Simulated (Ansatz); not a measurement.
# Ru: isotropic strain −2.50 %

Consider Ru in the hcp (Mg type) structure (space group P6_3/mmc, No. 194; a = 2.6914 Å, c = 4.2489 Å; relaxed with 0.1 eV smearing).

The change: the cell is scaled by 0.9750 in all directions, atoms relaxed at fixed cell.

All numbers come from PBEsol, PAW, 420 eV (Ansatz, a program for electronic structure; without spin-orbit coupling). k-mesh 25×25×14 (Γ-centred); smearing 0.1 eV (Fermi–Dirac).

The energy increases by 89 meV/atom and the pressure (mean of the normal stresses, compression positive) goes from zero to 31.5 GPa. The band gap stays zero.

Stability against distortions was not tested. The final runs are not spin-polarised.
